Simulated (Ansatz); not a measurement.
L1₀ (CuAu-type) FePt was calculated with revPBE (Ansatz, a program for electronic structure, PAW).

Total energies, extrapolated to zero smearing (they compare only within this program, potentials and cutoff):

Magnetic elements are taken in their magnetic phases.

```
system                         energy (eV/atom)
-----------------------------  ----------------
L1₀ (CuAu-type) FePt, relaxed        -8508.6145
bcc Fe                               -4483.9001
fcc Pt                              -12532.8206
```

Question: Work out the enthalpy of formation per atom.

Answer: ΔH_f ≈ ΔE = -8508.6145 − [1 × (-4483.9001) + 1 × (-12532.8206)]/2 = -0.254 eV/atom (0 K, no vibrations). The reference value is -0.238 ± 0.02 eV/atom (measured, 298 K, copied from a table, unchecked, not corrected to a static lattice; as tabulated in Wang et al. (2021), doi:10.1038/s41598-021-94550-5), a difference of -0.016 eV/atom.

Spin–orbit coupling is left out; its size isn't shown.

The PAW data were made under PBE.

The crystal was run with parallel moments.
